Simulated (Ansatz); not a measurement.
Output of an Ansatz run (abridged):

```
WARN ansatz: RAYON_NUM_THREADS=1 ignored (pool sized by the plan → 1); use --threads N
Pseudopotentials: kind: paw
Pseudopotential: Nb, paw, valence charge 13
Pseudopotential: Ru, paw, valence charge 16
Crystal: 2 atoms, lattice volume = 32.415 Å³
Basis set: ecut = 420 eV, 643 PW (Γ)
Bands: 19, of which v1, the nominal top of the filled ones, is band 15 counted from 1 (14 counted from 0)
Symmetry: 16 space group operations
Space group: P4/mmm (ITA 123), of the structure as read, at distance tolerance 3.2e-5 Å
k-points: 126 of 1210
PAW frozen core: Nb, regenerated for the run's functional, and the local potential with it
PAW frozen core: Ru, regenerated for the run's functional, and the local potential with it
Initial density: superposition of atomic densities (neutral atoms: chi_scale 0, normalization atom), corrected by the library's trained network
Initial wavefunctions: pseudopotential atomic-orbital guess
Eigensolver: davidson
Functional: x = slater, c = lda
SCF iter   1: F=—  HF=-10201.150586 eV  |F-HF|=—  |Δ(HF+E_count)|=         —  Δρ=6.97e-3  dr2=3.86e-3  ethr=1.77e-3  ⟨swp⟩=5.0  Hψ=9736  notcnv=0
all-band conjugate gradients solve this SCF's bands
preconditioner: auto → none
SCF iter   2: F=—  HF=-10201.151198 eV  |F-HF|=—  |Δ(HF+E_count)|=   6.12e-4  Δρ=3.86e-3  dr2=1.44e-3  ethr=1.33e-5  ⟨swp⟩=2.0  Hψ=5063  notcnv=0
SCF iter   3: F=—  HF=-10201.150938 eV  |F-HF|=—  |Δ(HF+E_count)|=   2.60e-4  Δρ=3.43e-4  dr2=4.45e-5  ethr=4.98e-6  ⟨swp⟩=2.5  Hψ=4120  notcnv=0
SCF iter   4: F=—  HF=-10201.150932 eV  |F-HF|=—  |Δ(HF+E_count)|=   5.36e-6  Δρ=1.90e-4  dr2=1.34e-5  ethr=1.53e-7  ⟨swp⟩=2.9  Hψ=4583  notcnv=0
iter 5 did not close the SCF: its close was put off for the readings that it lacked (scf_convergence_deferred on its scf_iter line)
SCF iter   5: F=-10201.150929 eV  HF=-10201.150929 eV  |F-HF|=2.66e-8  |Δ(HF+E_count)|=   3.23e-6  Δρ=2.23e-5  dr2=7.94e-8  ethr=4.61e-8  ⟨swp⟩=2.3  Hψ=3429  notcnv=0
SCF iter   6: F=-10201.150929 eV  HF=-10201.150929 eV  |F-HF|=2.57e-9  |Δ(HF+E_count)|=   1.26e-9  Δρ=4.49e-6  dr2=4.34e-9  ethr=2.74e-10  ⟨swp⟩=2.0  Hψ=8758  notcnv=0
SCF 1 converged in 6 iterations: F = -10201.150929 eV  dr2 = 4.34e-9
SCF converged after 6 iterations
Free energy (F): -10201.150929 eV
Harris-Foulkes:  -10201.150929 eV  (|F-HF|=2.57e-9)
Internal energy: -10201.068125 eV  (E = F + TS)
E sigma→0 (E₀):  -10201.109527 eV
Entropy (-TS):   -0.082803 eV (-41.402 meV/atom)
Fermi energy:    19.839240 eV
--- Per-component energies (eV) ---
  E_band       = -162.298640
  E_kinetic    = 907.896694
  E_local      = -2117.738942  (includes V_loc(G=0)·N_el)
  E_nonlocal   = 471.935471
  E_hartree    = 681.033272
  E_xc         = -363.318404
  E_vxc        = -450.663904  (∫ρ·V_xc dr)
  E_paw        = -6306.315719  (= ΣΔE_a)
  E_vpaw       = -335.795298  (= ΣTr[D̂ρ^β])
  E_aug_tail   = -0.000218  (compensation charges beyond the density's cutoff)
  E_ewald      = -3475.557658
  E_core_change = 0.997379  (= ΣΔE_core)
  E_smearing   = -0.082803  (= −TS)
  E_closure    = -0.000000  (closes the sum)
  Σ components = -10201.150929   (vs F -10201.150929, Δ=0.00e0)
--- Forces (eV/Å), atoms counted from 1 ---
  atom   1  Nb    -0.00000000     0.00000000     0.00000000
  atom   2  Ru     0.00000000    -0.00000000     0.00000000
  max |Σ_I F_I| component: 4.10e-29 eV/Å
--- Stress (GPa, compression-positive) ---
      -15.023264       0.000000       0.000000
        0.000000     -15.023264       0.000000
        0.000000       0.000000     -14.940266
  P = ⅓ Tr σ = -14.9956 GPa (-149.956 kbar)
  The stress holds the Pulay correction. Without it, at fixed plane waves, as pw.x and ABINIT print it: P = -15.0155 GPa
--- Band table (eV; the first three rows and the last of 126) ---
  k-point 0: bands = ["-52.7776", "-35.3836", "-22.8356", "-22.7721", "-22.7721", "-11.4032", "-11.2381", "-11.2381", "12.5764", "14.4165", "14.6379", "17.6673", "17.6673", "18.5653", "20.1062", "21.4092", "23.3555", "23.5415", "23.5415"]
  k-point 1: bands = ["-52.7773", "-35.3831", "-22.8377", "-22.7714", "-22.7714", "-11.4233", "-11.2388", "-11.2388", "12.7567", "14.5444", "14.7258", "17.7019", "17.7019", "18.6157", "19.9056", "21.3822", "23.1422", "23.1422", "23.2561"]
  k-point 2: bands = ["-52.7767", "-35.3819", "-22.8434", "-22.7696", "-22.7696", "-11.4755", "-11.2408", "-11.2408", "13.2735", "14.8935", "14.9848", "17.8084", "17.8084", "18.7570", "19.3672", "21.2596", "22.2804", "22.2804", "22.9892"]
  k-point 125: bands = ["-52.7538", "-35.2825", "-22.8982", "-22.8976", "-22.8421", "-11.6825", "-11.6809", "-11.4994", "16.3982", "16.5963", "16.8608", "17.1101", "17.4093", "17.4439", "19.5669", "20.3285", "22.7397", "23.7334", "27.3309"]
```

The structure:

```xyz
2
Lattice="3.0687 0.0000 0.0000 0.0000 3.0687 0.0000 0.0000 0.0000 3.4421" Properties=species:S:1:pos:R:3 pbc="T T T"
Nb     0.0000     0.0000     0.0000
Ru     1.5344     1.5344     1.7211
```

Problem. Reconstruct the input of this run.

Solution. Other spellings and defaults could give the same log, and not every line can be read from it. The input that was run (DFT, LDA (PW92), plane waves, default PAW files made with PBE):

Ansatz 0.2 input:
```yaml
crystal:
  lattice:
    - [3.06873700, 0.00000000, 0.00000000]
    - [0.00000000, 3.06873700, 0.00000000]
    - [0.00000000, 0.00000000, 3.44214500]
  atoms:
    - { symbol: Nb, position: [0.00000000, 0.00000000, 0.00000000] }
    - { symbol: Ru, position: [0.50000000, 0.50000000, 0.50000000] }
basis:
  ecutwfc: 420.0
kpoints:
  mp_grid:
    grid: [11, 11, 10]
hamiltonian:
  xc: lda
  pseudopotentials:
    kind: paw
scf:
  occupations:
    method: fermi_dirac
    width: 0.1
output:
  forces: true
  eigenvalues: true
  stress: true
```

The starting cell comes from a database of computed structures (which also holds hypothetical and non-ambient phases and stackings), without a prior relaxation at this level. Its lattice was rescaled by up to half a per cent. Spin polarisation is off. With a pressure of about -15 GPa the cell is away from its equilibrium volume at this level. Ansatz's pressure includes its estimate of the finite-basis (Pulay) stress.

Ansatz is a first-principles code.
